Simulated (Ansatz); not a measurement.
Coverage and cell size: C on the 1x1 (111) surface of fcc Rh, one adsorbate a cell, in each cell the lowest of the starts that converged. Energies against an atom of graphite, without dispersion, zero-point or thermal terms; small cells hold the layer to their symmetry. A negative adsorption energy means that the adsorbate is more stable on the surface than in its reference.

Level of theory: PBE (plane waves to 420 eV, PAW; Ansatz, a first-principles code).

```
area an adsorbate, end state  atoms  E_ads (eV)  height (Å)  Δ work function (eV)                      rough cost
----------------------------  -----  ----------  ----------  --------------------  ------------------------------
6 Å², bonded to 3 Rh              5         ___        1.14                  0.57  around 40 core-seconds (rough)
13 Å², bonded to 3 Rh             9        1.06        1.05                  0.63        roughly 2.8 core-minutes
25 Å², bonded to 3 Rh            17        0.58        1.02                   ___         roughly 10 core-minutes
```

Problem. What belongs in the gaps?

Solution. 
- 6 Å², bonded to 3 Rh, E_ads (eV): 2.16
- 25 Å², bonded to 3 Rh, Δ work function (eV): 0.44
